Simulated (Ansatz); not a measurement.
The reference is CdSe in the zinc blende structure (space group F-43m, No. 216).

```yaml
crystal:
  lattice:
    - [0.00000, 3.06666, 3.06666]
    - [3.06666, 0.00000, 3.06666]
    - [3.06666, 3.06666, 0.00000]
  atoms:
    - { symbol: Se, position: [0.75000, 0.75000, 0.75000] }
    - { symbol: Cd, position: [0.00000, 0.00000, 0.00000] }
```

Cartesian axes are those of the cell as printed.

Level of theory: r2SCAN (Ansatz, an electronic-structure program; PAW; 500 eV plane waves; no SOC), earlier PAW set.

Base values:

The band gap is 1.03 eV and the valence-band top at Γ comes out as 0.00, 0.00, 0.00 eV.

Now apply this change: uniaxial stress, 2 GPa compression along x; all other stress components relax to zero.

Problem. How does this affect the hole mass?

Solution. The hole mass comes out as 0.083 mₑ along x, 0.77 mₑ across (at Γ).

Problem. Predict the new strain response.

Solution. The strain response (xx, yy, zz) comes out as (−14.19, +6.17, +6.17) %.

Problem. What happens to the band gap?

Solution. The band gap falls by 0.28 eV (1.03 eV → 0.75 eV).

Problem. Estimate the effect on the valence-band top at Γ.

Solution. The valence-band top at Γ (three highest levels, from the VBM) changes from 0.00, 0.00, 0.00 eV to 0.00, -0.47, -0.47 eV.

Masses are band curvatures over ±0.01 Å⁻¹ around the edge. Gaps are Kohn–Sham eigenvalue differences; semilocal functionals usually give less than the measured gap. Beyond what the load breaks, stability against distortions was not tested.
